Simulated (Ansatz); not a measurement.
**TiO2, response to strain**

The reference is TiO₂ in the rutile structure (space group P4_2/mnm, No. 136; a = 4.5481 Å, c = 2.9171 Å).

Strains are applied to the cell and any free atomic positions relax.

Method: LDA (Ansatz, a program for electronic structure), without spin-orbit coupling.

Notes on the quantities. energy relative to the base: free energy F; pressure: mean of the normal stresses, compression positive.

```csv
case,band gap,energy relative to the base,pressure
base,1.86 eV,0 meV/atom,0.00 GPa
isotropic strain +0.60 %,1.84 eV,+2.5 meV/atom,-4.33 GPa
isotropic strain +1.20 %,1.83 eV,+9.8 meV/atom,-8.28 GPa
isotropic strain +1.80 %,1.82 eV,+22 meV/atom,-11.88 GPa
isotropic strain +2.40 %,1.81 eV,+38 meV/atom,-15.16 GPa
isotropic strain +3.00 %,1.80 eV,+57 meV/atom,-18.12 GPa
```

Whether these cells are dynamically stable was not tested. The final runs are not spin-polarised.
